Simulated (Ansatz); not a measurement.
System: interstitial C in bcc Ta (neutral cell). Calculation: PBE, PAW (plane waves to 420 eV; Ansatz, a program for electronic structure).

Cell of 36 host sites held at the relaxed PBE lattice; a 2×2×3 k-point mesh shifted by half a step; Fermi-Dirac width 0.10 eV, spin-restricted; finite-size errors left in. Static, classical nuclei. Spin-orbit coupling is left out. Sites that were not tried may lie lower.

Barriers: single points on a 3×3×4 k-point mesh shifted by half a step at the bands' geometries (they differ from the bands' own by up to 0.10 eV, and are uncertain by about as much).

The step: several atoms move together, C the farthest. Atoms about the jump, Cartesian Å from the middle of the jump, before and after:

| atom | x0 | y0 | z0 | x1 | y1 | z1 |
|---|---|---|---|---|---|---|
| C1 | 0.00 | -0.82 | 0.00 | 0.00 | 0.82 | 0.00 |
| Ta2 | 0.00 | 0.75 | 1.59 | 0.00 | 0.82 | 1.99 |
| Ta3 | 0.00 | 0.75 | -1.59 | 0.00 | 0.82 | -1.99 |
| Ta4 | -2.04 | -0.82 | 0.00 | -1.59 | -0.76 | 0.00 |
| Ta5 | 2.04 | -0.82 | 0.00 | 1.59 | -0.76 | 0.00 |
| Ta6 | -1.66 | 2.50 | 0.00 | -1.59 | 2.41 | 0.00 |
| Ta7 | 1.66 | 2.50 | 0.00 | 1.59 | 2.41 | 0.00 |
| Ta8 | 0.00 | -2.40 | 1.59 | 0.00 | -2.52 | 1.66 |
| Ta9 | 0.00 | -2.40 | -1.59 | 0.00 | -2.52 | -1.66 |

**Question.** Give the saddle-point geometry and the barrier.

**Answer.** 
```tsv
atom	x	y	z
C1	0.00	0.03	0.00
Ta2	0.00	0.88	1.84
Ta3	0.00	0.88	-1.85
Ta4	-1.84	-0.88	-0.01
Ta5	1.83	-0.88	-0.01
Ta6	-1.67	2.48	-0.01
Ta7	1.67	2.48	-0.01
Ta8	0.00	-2.49	1.66
Ta9	0.00	-2.49	-1.68
```
It lies 1.50 eV above the start and 1.14 eV above the end. The saddle point's order was not checked, and it lies on a symmetry element of the cell, where a band can be held.
